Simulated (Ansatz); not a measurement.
Zr3N4 (Pnma, No. 62, 28 atoms in the cell; start mp-277; a measured phase of this formula has another space group) was calculated with PBEsol in Ansatz (plane waves, PAW).

Run with plane-wave cutoff 520 eV, 4×8×4 k mesh (along the axes of the cell as run), Fermi–Dirac smearing 0.01 eV, scalar-relativistic PAW data made under PBE.

Cell (relaxed at this level):

Zr₃N₄ is taken in the orthorhombic space group Pnma (No. 62), Pearson symbol oP28. Conventional cell: a = 9.660 Å, b = 3.266 Å, c = 10.769 Å, α = 90.00°, β = 90.00°, γ = 90.00°. Zr1 on 4c has 7 N at 2.057–2.943 Å. Zr2 on 4c is surrounded by 4 N at 2.092–2.191 Å and 2 N at 2.420 Å and 1 N at 2.675 Å. Zr3 on 4c has 3 N at 2.094–2.126 Å and 3 N at 2.349–2.354 Å (octahedral). N1 on 4c is surrounded by 4 Zr at 2.057–2.154 Å (tetrahedral). N2 on 4c sees 3 Zr at 2.094–2.191 Å and 1 Zr at 2.362 Å and 1 Zr at 2.943 Å. N3 on 4c has 5 Zr at 2.317–2.354 Å and 1 Zr at 2.675 Å (octahedral). N4 on 4c is surrounded by 3 Zr at 2.126–2.204 Å and 2 Zr at 2.420 Å. (Neighbours: up to the widest gap in distance over summed covalent radii, below 1.35, at either atom; cation-cation and far metal-metal contacts left out.)

Predict the band gap, smallest direct gap on the k points sampled and direct gap at Γ.


- band gap: 1.01 eV
- smallest direct gap on the k points sampled: 1.08 eV
- direct gap at Γ: 1.09 eV

Spin–orbit coupling is not included.

Static lattice: no zero-point or thermal effects.

A start named mp-… is a Materials Project structure, which need not be a measured phase.

Ansatz is an electronic-structure program.
